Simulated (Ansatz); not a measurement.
## Convergence study of the plane-wave cutoff for Al3Ni2 (P3m1, 5 atoms in the cell)

```yaml
crystal:
  lattice:
    - [4.00618, 0.00000, 0.00000]
    - [-2.00309, 3.46946, 0.00000]
    - [0.00000, 0.00000, 4.89550]
  atoms:
    - { symbol: Al, position: [0.00000, 0.00000, 0.01021] }
    - { symbol: Al, position: [0.33333, 0.66667, 0.64808] }
    - { symbol: Al, position: [0.66667, 0.33333, 0.35192] }
    - { symbol: Ni, position: [0.33333, 0.66667, 0.14657] }
    - { symbol: Ni, position: [0.66667, 0.33333, 0.85343] }
```

Method: LDA (PW92), default PAW files made with PBE (plane waves; Ansatz, a program for electronic structure).

Base settings: basis.ecutwfc = 30.9 Ry; kpoints.mp_grid.grid = 10 10 7; hamiltonian.xc = lda; hamiltonian.pseudopotentials = {kind: paw} (the program's default PAW files); scf.occupations.method = fermi_dirac; scf.occupations.width = 0.0073 Ry.

The second cell is the first with its lattice scaled by 0.98.

The mesh stays at the base's, so the ladder's end is converged at best in this setting alone.

The first pressure column holds Ansatz's estimate of the finite-basis (Pulay) stress, which hides part of the cutoff error; the other is without it.

Only quantities that move along the ladder and can be compared are tabulated.

The count of work is k-points × plane waves × bands × iterations; it is no time. 

The starting cell comes from a database of computed structures (which also holds hypothetical and non-ambient phases and stackings), without a prior relaxation at this level. Its lattice was rescaled by up to half a per cent. One atom was moved a little off its site on purpose. Spin polarisation is off. In the base run, with a pressure of about -5 GPa the cell is away from its equilibrium volume at this level.

| basis.ecutwfc | free energy less the last step's (meV/atom) | energy of the compressed cell less the first (meV/atom) | pressure (GPa) | pressure without the Pulay estimate (GPa) | largest difference of a force vector from the last step's (eV/Å) | count of work / last |
|---|---|---|---|---|---|---|
| 10.7 Ry | 42649.36 | 232.93 | 24.34 | -1780.75 | 0.690 | 0.083 |
| 12.5 Ry | 17570.38 | 13.78 | -2.93 | -832.33 | 0.688 | 0.083 |
| 14 Ry | 8626.64 | -27.40 | -3.74 | -452.86 | 0.355 | 0.097 |
| 15.4 Ry | 4445.23 | 15.94 | -4.23 | -257.42 | 0.183 | 0.097 |
| 16.9 Ry | 2199.42 | -4.06 | -5.54 | -142.62 | 0.301 | 0.11 |
| 18.4 Ry | 1073.45 | -1.08 | -3.63 | -79.56 | 0.216 | 0.12 |
| 21.7 Ry | 196.02 | -2.43 | -4.44 | -22.86 | 0.044 | 0.16 |
| 24.6 Ry | 34.48 | -3.71 | -5.06 | -9.24 | 0.005 | 0.19 |
| 27.9 Ry | 4.87 | -5.82 | -5.43 | -5.95 | 0.002 | 0.23 |
| 30.9 Ry | 1.81 | -6.03 | -5.45 | -5.53 | 0.001 | 0.28 |
| 33.8 Ry | 1.28 | -6.03 | -5.45 | -5.48 | 0.000 | 0.30 |
| 37.1 Ry | 1.03 | -6.04 | -5.45 | -5.47 | 0.000 | 0.35 |
| 41.5 Ry | 0.75 | -6.05 | -5.46 | -5.48 | 0.000 | 0.43 |
| 46.3 Ry | 0.42 | -6.06 | -5.46 | -5.48 | 0.000 | 0.49 |
| 54 Ry | 0.13 | -6.06 | -5.46 | -5.47 | 0.000 | 0.62 |
| 61.7 Ry | 0.05 | -6.07 | -5.46 | -5.46 | 0.000 | 0.76 |
| 74.2 Ry | 0.00 | -6.07 | -5.46 | -5.46 | 0.000 | 1.0 |

Coarsest basis.ecutwfc that holds the forces within 0.02 eV/Å of the last step, with all finer ones: 24.6 Ry, at 0.19 of the last step's count of work; the step before is off by 0.044 eV/Å.

Coarsest basis.ecutwfc that holds the free energy within 2 meV/atom of the last step, with all finer ones: 30.9 Ry, at 0.28 of the last step's count of work; the step before is off by 4.9 meV/atom.

Coarsest basis.ecutwfc that holds the energy of the compressed cell less the first within 1 meV/atom of the last step, with all finer ones: 27.9 Ry, at 0.23 of the last step's count of work; the step before is off by 2.4 meV/atom.

The energy difference between the two cells stays within 1 meV/atom of the last step's from 27.9 Ry on, the total only from 41.5 Ry on: much of the error is common to both cells and cancels.

At the lowest cutoff the pressure without the Pulay estimate lies 1780 GPa under the last step's, the usual sign of Pulay stress in an incomplete plane-wave basis.

Keys are those of Ansatz 0.2.
